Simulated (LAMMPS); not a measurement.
LAMMPS 22 Jul 2025, classical MD, Tersoff (Ge.tersoff): Ge, 8000 atoms.

```text
units metal
atom_style atomic
read_data unit.data
replicate 10 10 10
pair_style tersoff
pair_coeff * * Ge.tersoff Ge
velocity all create 1600 4928 dist gaussian loop geom
fix 1 all nve
fix 2 all langevin 800 800 0.04 9876 zero yes
timestep 0.001
thermo 100
run 300
reset_timestep 0
write_restart start.rst
```

```text
read_restart start.rst
pair_style tersoff
pair_coeff * * Ge.tersoff Ge
neighbor 2.0 bin
neigh_modify every 1 delay 0 check yes
fix 1 all nve
timestep 0.001
thermo_style custom step temp pe etotal press
thermo_modify format float %.10g
thermo 100
group probe id 1:48
dump probe probe custom 1000000 forces.txt id fx fy fz
dump_modify probe sort id format float %.8g
run 4000
```

```bash
# ahead of the timed run: OMP_NUM_THREADS=1 mpirun -np 48 lmp -in in.warm -log none -nocite
OMP_NUM_THREADS=32 mpirun -np 1 lmp -sf omp -pk omp 32 -in in.lmp -log log.lammps -nocite
```

Machine: one whole node, Arm Neoverse V2, 96 cores on 1 socket, no SMT, 1 L3 cache group.

On 1 rank × 32 threads this takes 2.0 s. Times are wall-clock medians of two to five runs, from launch to exit, with nothing else on the machine. Processes are pinned to neighbouring cores unless said otherwise. Build: PyPI wheel: MPICH, OPENMP and OPT packages. Other compilers and libraries give other times. Scratch files lie in a memory file system. A preparatory run goes ahead and isn't timed.

Question: What should be changed to get the same answer (within 1.0 meV/atom in energy, 10 meV/Å in forces on 48 atoms, 0.20 meV an atom in drift of the total energy) sooner? Keep to 32 cores.

Answer: Several could match; the one computed here: going from 1 rank × 32 threads to 8 ranks × 4 threads, one of the fastest of the measured ones that keep the result.

```diff
-OMP_NUM_THREADS=32 mpirun -np 1 lmp -sf omp -pk omp 32 -in in.lmp -log log.lammps -nocite
+OMP_NUM_THREADS=4 mpirun -np 8 lmp -sf omp -pk omp 4 -in in.lmp -log log.lammps -nocite
```

Time: 2.0 s to 1.5 s (1.4× as fast). The largest move is in fixes (Modify): 0.33 s to 0.031 s. As resolved by the program: grid of ranks 1 by 1 by 1 against 2 by 2 by 2. These two results differ by: energy equal as printed, forces on 48 atoms equal as printed, drift of the total energy equal as printed. Others tried: 16 ranks × 2 threads, suffix = omp (1.5 s); 32 ranks, suffix = omp (1.5 s); 32 ranks (1.5 s); 4 ranks × 8 threads, suffix = omp (1.6 s).
